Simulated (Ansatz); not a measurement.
The reference is GaAs in the rock salt structure (space group Fm-3m, No. 225; a = 5.3035 Å; a hypothetical phase, not in the database extracts checked).

It is then changed as follows: every As is replaced by N; the structure is relaxed again.

Levels (all Ansatz, a program for electronic structure, PAW): PBEsol (420 eV, no spin-orbit coupling); r2SCAN (500 eV, no SOC); HSE06 (420 eV, no SOC).

One geometry, relaxed with PBEsol, under each level:

| level | band gap | lowest conduction level above the VBM at special points | electron mass | pressure |
|---|---|---|---|---|
| PBEsol | 0.54 eV | X 0.54 eV; Γ 2.27 eV; U 3.13 eV; K 3.13 eV | 0.47 mₑ along k, 0.18 mₑ across (at X) | 0.01 GPa |
| r2SCAN | … | … | … | … |
| HSE06 | 1.89 eV | X 1.89 eV; Γ 3.59 eV; U 4.54 eV | – | – |

### Question
Give the withheld r2SCAN results.

### Answer

- r2SCAN, band gap: 1.15 eV
- r2SCAN, lowest conduction level above the VBM at special points: X 1.15 eV; Γ 2.82 eV; U 3.77 eV; K 3.77 eV
- r2SCAN, electron mass: 0.45 mₑ along k, 0.19 mₑ across (at X)
- r2SCAN, pressure: -0.43 GPa

Single points use the geometry relaxed with PBEsol. Their cutoffs differ, which shifts pressures a little. HSE06 was sampled on its mesh, a few special points and the semilocal edge points, so its gap is an upper bound. Effective masses come from finite differences of ±0.01 Å⁻¹. Along k means along the line from Γ to the band edge. Whether these cells are dynamically stable was not tested. The final runs are not spin-polarised. This is not the structure that GaN has at room temperature and ambient pressure.
